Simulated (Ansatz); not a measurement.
The starting structures come from a database of crystals and need not be the phases stable at ambient conditions.

 Where the default PAW files enter, the runs use the earlier of Ansatz's two default sets.

By PBEsol, the system below comes out a metal.

Given:

```xyz
6
Lattice="2.9730 0.0000 0.0000 0.0000 5.3127 0.0000 0.0000 -2.6563 4.6009" Properties=species:S:1:pos:R:3 pbc="T T T"
Ta     0.0000     0.0000     0.0000
Ta     1.4865     2.6563     1.5336
Ta     1.4865     0.0000     3.0673
N      0.0000    -1.0423     1.8053
N      0.0000     1.6140     2.7956
N      0.0000     2.0846     0.0000
```

Space group of this cell: P-62m. The cell is strained (all lengths scaled by 1.02); by PBEsol its mean pressure is -21.9 GPa.

The current flows along the normal of the first two printed cell vectors, the (100) plane of the conventional cell. No spin-orbit coupling; the value is a mean over 0.1 eV about the Fermi level.

**Question.** Give the ballistic conductance per area that PBEsol (Ansatz, a program for electronic structure) yields.

**Answer.** 0.20 × 10¹⁵ S/m² for both spins.
